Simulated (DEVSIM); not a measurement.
System: abrupt InP p-n junction, at 250 K.

| layer (left to right) | material | thickness (μm) | Nd (cm⁻³) | Na (cm⁻³) | τn (s) | τp (s) |
|---|---|---|---|---|---|---|
| 1 | InP | 14.0 | - | 1.5e16 | 4e-10 | 4e-10 |
| 2 | InP | 0.680 | 9.8e14 | - | 4e-10 | 4e-10 |

Left contact: ohmic. Right contact: ohmic. Voltage is applied to the left contact. Recombination: SRH at mid-gap, radiative. Mobility is constant in doping.

This is a model device: material constants are rounded textbook-type values typed into the input, and sizes, dopings and lifetimes were drawn at random. Values at 300 K; Nc and Nv go as T^1.5, mobilities as T to minus their exponent, the gap by Varshni's rule with the affinity fixed.

```tsv
parameter	InP
gap (eV)	1.344
affinity (eV)	4.38
permittivity	12.5
Nc (cm⁻³)	5.7e17
Nv (cm⁻³)	1.1e19
μn (cm²/Vs)	5200
μp (cm²/Vs)	170
T exponent of μn	2
T exponent of μp	2
B (cm³/s)	1.2e-10
Varshni α (eV/K)	0.000363
Varshni β (K)	162
```

DEVSIM, 1D drift-diffusion, Boltzmann statistics, complete ionisation; no tunnelling, impact ionisation, image-force lowering or self-heating.

The temperature was swept, all else fixed.

```
temperature (K)  largest field in the device at zero bias (V/cm)  potential step across the device at zero bias (V)  dark forward voltage at 100 A/cm² (V)  dark forward voltage at 1 A/cm² (V)
---------------  -----------------------------------------------  -------------------------------------------------  -------------------------------------  -----------------------------------
250                                                        19000                                              1.092                                  1.264                                    …
300                                                        18000                                              1.009                                  1.264                                0.835
350                                                        17000                                              0.923                                  1.278                                0.722
400                                                        16000                                              0.835                                  1.305                                0.606
450                                                        15000                                              0.745                                  1.347                                0.489
500                                                        14000                                              0.653                                  1.403                                0.372
```

Q: Complete the blanks.

A: 
- 250, dark forward voltage at 1 A/cm² (V): 0.946
